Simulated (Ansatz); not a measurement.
## Co on the 1x1 (110) surface of bcc W, one in a 2x2 cell, started at the site 'hollow W-W-W'

These are PBE (plane waves to 420 eV, PAW; Ansatz, a program for electronic structure) values and carry that method's errors.

Slab: 17 atoms, 6.6 Å thick at the start under the adsorbate (thin: gaps and levels are the slab's own); k 6x6x1, smearing 0.1 eV, dipole-corrected; 8 atoms held, the rest relaxed; symmetry of the start imposed; spin-polarised, no spin-orbit, no U, no dispersion correction. At the end it is bonded to 4 W. In PBE it is, or lies within 0.03 eV of, the lowest of the starts that converged.

| Property | Result |
|---|---|
| adsorption energy against an atom of hcp Co, ferromagnetic | 0.19 eV |
| work function of the top face | 3.97 eV |
| change of the work function | -0.85 eV |
| change of the step from the bottom to the top vacuum level, against the clean slab | -0.82 eV |
| energy released by relaxation | 1.57 eV |
| height of the binding atom over the mean of the host atoms within 0.3 Å of the top one | 1.662 Å |
| magnetic moment of the cell | 0.53 μB |
| nearest host atoms of the binding atom | W at 2.35 Å, W at 2.35 Å, W at 2.77 Å |
| largest move of a host atom | 0.06 Å |
| note | in the relaxation the adsorbate left its starting site by 0.6 Å |
| cost | very roughly 70 core-minutes |

A negative adsorption energy means that the adsorbate is more stable on the surface than in its reference.
